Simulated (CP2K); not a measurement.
# Convergence study of the cutoff of the density grid for Ba2H3I (P3m1, 6 atoms in the cell)

```yaml
crystal:
  lattice:
    - [4.51372, 0.00000, 0.00000]
    - [-2.25686, 3.90899, 0.00000]
    - [0.00000, 0.00000, 8.07895]
  atoms:
    - { symbol: Ba, position: [0.66667, 0.33333, 0.69091] }
    - { symbol: Ba, position: [0.33333, 0.66667, 0.31528] }
    - { symbol: H, position: [0.66667, 0.33333, 0.35610] }
    - { symbol: H, position: [0.33333, 0.66667, 0.64390] }
    - { symbol: H, position: [0.00000, 0.00000, 0.50000] }
    - { symbol: I, position: [0.00000, 0.00000, 0.00000] }
```

Computed with LDA (Pade form), GPW, DZVP-MOLOPT-SR-GTH basis, GTH-PADE potentials (GTH_POTENTIALS) (CP2K).

Base settings: CUTOFF = 500 Ry; REL_CUTOFF = 60 Ry; KPOINTS/SCHEME = MONKHORST-PACK 3 3 1; XC_FUNCTIONAL = PADE; Ba/BASIS_SET = DZVP-MOLOPT-SR-GTH-q10; Ba/POTENTIAL = GTH-PADE-q10; H/BASIS_SET = DZVP-MOLOPT-SR-GTH-q1; H/POTENTIAL = GTH-PADE-q1; I/BASIS_SET = DZVP-MOLOPT-SR-GTH-q7; I/POTENTIAL = GTH-PADE-q7.

The second cell is the first with its lattice scaled by 0.98.

The mesh stays at the base's, so the ladder's end is converged at best in this setting alone.

Only quantities that move along the ladder and can be compared are tabulated; the gap is left out on so coarse a mesh.

The starting cell comes from a database of computed structures (which also holds hypothetical and non-ambient phases and stackings), without a prior relaxation at this level. Its lattice was rescaled by up to half a per cent. One atom was moved a little off its site on purpose. Values carry the incompleteness of an atom-centred basis. In the base run, with a pressure of about -3 GPa the cell is away from its equilibrium volume at this level. The mesh is very coarse (it stands for a supercell whose shortest vector is 8 Å): a converged loop gives no converged values here.

| CUTOFF | energy of the compressed cell less the first (meV/atom) | largest difference of a force vector from the last step's (eV/Å) |
|---|---|---|
| 180 Ry | -20.07 | 0.041 |
| 200 Ry | -21.89 | 0.041 |
| 220 Ry | -21.85 | 0.023 |
| 250 Ry | -21.96 | 0.000 |
| 280 Ry | -21.92 | 0.004 |
| 300 Ry | -21.91 | 0.000 |
| 350 Ry | -21.91 | 0.000 |
| 400 Ry | -21.91 | 0.000 |
| 450 Ry | -21.91 | 0.000 |
| 500 Ry | -21.91 | 0.000 |
| 550 Ry | -21.91 | 0.000 |
| 600 Ry | -21.91 | 0.000 |
| 680 Ry | -21.91 | 0.000 |
| 750 Ry | -21.91 | 0.000 |
| 880 Ry | -21.91 | 0.000 |
| 1000 Ry | -21.91 | 0.000 |
| 1200 Ry | -21.91 | 0.000 |

Coarsest CUTOFF that holds the forces within 0.005 eV/Å of the last step, with all finer ones: 250 Ry; the step before is off by 0.023 eV/Å.

Coarsest CUTOFF that holds the energy of the compressed cell less the first within 1 meV/atom of the last step, with all finer ones: 200 Ry; the step before is off by 1.8 meV/atom.
